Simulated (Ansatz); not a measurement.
# Fermi-surface data of Pt (Fm-3m)

Consider the following.

```
Pt
1.0
    0.00000     1.93860     1.93860
    1.93860     0.00000     1.93860
    1.93860     1.93860     0.00000
Pt
1
Cartesian
  0.00000   0.00000   0.00000
```

The numbers are results of PBEsol, rigid bands (plane waves, PAW, scalar-relativistic; Ansatz, a quantum-chemistry and plane-wave program), not measurements. Condition of this run: hydrostatic pressure 10 GPa (the target of the relaxation). Cell: cell and atoms relaxed with PBEsol, then loaded as said.

- density of states at the Fermi level = 1.89 states/(eV·cell), both spins
- bare Sommerfeld coefficient = 4.5 mJ/(mol of atoms·K²)
- Drude plasma energy = 9.2 eV
- root-mean-square Fermi velocity = 5.0e5 m/s
- resistivity times τ = 5.8 ×10⁻²² Ω·m·s
- resistivity times mean free path = 3.3 ×10⁻¹⁶ Ω·m²

A metal at this level (no band gap); rigid bands, thermally averaged at 300 K, both spins. Spin-orbit coupling is left out, which matters with elements this heavy. τ is one relaxation time for all states; the product of resistivity and mean free path takes one path for all states instead.
